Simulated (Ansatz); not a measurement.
The reference is Ti in the hcp (Mg type) structure (space group P6_3/mmc, No. 194; a = 2.9009 Å, c = 4.5906 Å).

The values are results of DFT with PBEsol, PAW potentials and a 420 eV plane-wave cutoff in Ansatz (a program for electronic structure), scalar-relativistic without spin-orbit coupling, not measurements.

For the base:

```
Item               Result
---------------  --------
c/a ratio           1.582
Volume per atom  16.73 Å³
```

The change: full substitution Ti → Mn; the structure is relaxed again.

Question: How does this affect the c/a ratio?

Answer: The c/a ratio increases by 0.0345 (1.582 → 1.617).

Question: How does this affect the volume per atom?

Answer: The volume per atom decreases by 6.41 Å³, from 16.73 Å³ to 10.32 Å³.

Whether these cells are dynamically stable was not tested. For Mn in this form, whether it has been made was not checked. Seeded moments were not kept for Ti → Mn. The final runs are not spin-polarised. This is not the structure that Mn has at room temperature and ambient pressure.
